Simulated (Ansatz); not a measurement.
Results of LDA (Ansatz, an electronic-structure program, PAW) for L1₂ (Cu3Au-type) Al3Sc.

Run with plane-wave cutoff 520 eV, 14×14×14 k mesh, Fermi–Dirac smearing 0.05 eV, scalar-relativistic PAW data made under PBE.

Energies at three volumes about the minimum:

```json
[
 {"V (Å³/atom)": "16.060", "E − E_lowest (meV/atom)": "2.03"},
 {"V (Å³/atom)": "16.388", "E − E_lowest (meV/atom)": "0.00"},
 {"V (Å³/atom)": "16.716", "E − E_lowest (meV/atom)": "1.92"}
]
```

**Question.** Fit a parabola by hand: where is the minimum, what lattice constant follows, and what is the bulk modulus?

**Answer.** Slopes: (0.00 − 2.03)/(16.388 − 16.060) = -6.189 and (1.92 − 0.00)/(16.716 − 16.388) = 5.854 meV/Å³. Curvature E″ = 2 × (5.854 − (-6.189))/(16.716 − 16.060) = 36.716 meV/Å⁶. From the middle of the first interval, the slope vanishes at V0 = 16.2240 − (-6.189)/36.716 = 16.393 Å³/atom. B = V0 E″ = 16.393 × 36.716 meV/Å³ × 0.1602 GPa per meV/Å³ = 96.4 GPa. With 4 atoms in the cube, a = (4 × 16.393)^(1/3) = 4.032 Å. The full Birch–Murnaghan fit to all volumes gives V0 = 16.387 Å³/atom and B0 = 96.4 GPa.

Measured, for comparison: bulk modulus 91.5 ± 1 GPa (298 K, no zero-point or thermal correction, polycrystal; as tabulated in A Combined Experimental and First-Principles Based Assessment of …); lattice constant a 4.103 Å (room temperature, no zero-point or thermal correction; as tabulated in A Combined Experimental and First-Principles Based Assessment of …). Computed less measured: bulk modulus +5 %. A static lattice is as a rule a little smaller and stiffer than an uncorrected measurement, which can account for part of this in the bulk modulus.
